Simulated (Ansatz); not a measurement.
The starting structures come from a database of crystals and need not be the phases stable at ambient conditions.

Given:

```
CoSc
1.0
    3.14226     0.00000     0.00000
    0.00000     3.14226     0.00000
    0.00000     0.00000     3.14226
Sc Co
1 1
Direct
  0.50000   0.50000   0.50000
  0.00000   0.00000   0.00000
```

Space group of this cell: Pm-3m, CsCl type. The cell is taken as given; by LDA its mean pressure is -12.4 GPa.

The run has a spin-polarised start.

Question: Do the moments survive in LDA (Ansatz, a quantum-chemistry and plane-wave program)?

Answer: Hardly: the largest site moment (in a sphere of 0.41 times the shortest bond) ends at 0.00 μB at a Fermi-Dirac width of 0.1 eV, which can also quench a weak itinerant magnet.
